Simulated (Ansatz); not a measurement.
End structure of the (100) surface of rock-salt TiN, Al on half the Ti sites of the top plane, c(2x2) (bottom of the slab: a bare face, its two planes held):

```
CELL_PARAMETERS angstrom
      3.00301     3.00301     0.00000
     -3.00301     3.00301     0.00000
      0.00000     0.00000    27.00000
ATOMIC_POSITIONS crystal
  N  0.00000 0.00000 0.30555
  N  0.50000 0.50000 0.30555
  Ti 0.50000 0.00000 0.30555
  Ti 0.00000 0.50000 0.30555
  N  0.50000 0.00000 0.38420
  N  0.00000 0.50000 0.38420
  Ti 0.00000 0.00000 0.38420
  Ti 0.50000 0.50000 0.38420
  N  0.00000 0.00000 0.46262
  N  0.50000 0.50000 0.46346
  Ti 0.50000 0.00000 0.46310
  Ti 0.00000 0.50000 0.46310
  N  0.50000 0.00000 0.54061
  N  0.00000 0.50000 0.54061
  Ti 0.00000 0.00000 0.54121
  Ti 0.50000 0.50000 0.54321
  N  0.00000 0.00000 0.62306
  N  0.50000 0.50000 0.62061
  Ti 0.50000 0.00000 0.61825
  Ti 0.00000 0.50000 0.61825
  N  0.50000 0.00000 0.70026
  N  0.00000 0.50000 0.70026
  Al 0.00000 0.00000 0.69568
  Ti 0.50000 0.50000 0.69355
```

Slab: 24 atoms, 10.5 Å thick at the start with caps and adatoms (thin: gaps and levels are the slab's own); k 9x9x1, smearing 0.1 eV, dipole-corrected; 8 atoms held, the rest relaxed; symmetry of the start imposed; no spin, no spin-orbit, no U. It is one candidate, not shown to be the stable structure of the face.

**Question.** Give the work function of the top face at the level PBE (Ansatz, a program for electronic structure).

**Answer.** 3.14 eV
